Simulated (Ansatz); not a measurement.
## MgO in the rock salt structure (space group Fm-3m, No. 225)

```xyz
2
Lattice="0.0000 2.1269 2.1269 2.1269 0.0000 2.1269 2.1269 2.1269 0.0000" Properties=species:S:1:pos:R:3 pbc="T T T"
Mg     2.1269     2.1269     2.1269
O      0.0000     0.0000     0.0000
```

All numbers come from PBE, PAW, 420 eV (Ansatz, a first-principles code; no SOC). k-mesh 13×13×13 (Γ-centred); smearing 0.05 eV (Fermi–Dirac).

| Property | Result |
|---|---|
| Volume per atom | 9.62 Å³ |
| Density | 3.48 g/cm³ |
| Band gap | 4.46 eV, direct at Γ |
| Electron mass | 0.34 mₑ |
| Hole mass (degenerate bands, along [100]) | 0.38, 2.2, 2.2 mₑ |
| Lowest conduction-band minima above the VBM | Γ 4.46 eV |
| Total energy | -1247.069 eV/atom (σ→0; compares only within this code and set-up) |

Effective masses come from finite differences of ±0.01 Å⁻¹. Stability against distortions was not tested. The base started in Pnma and relaxed to Fm-3m at this level.
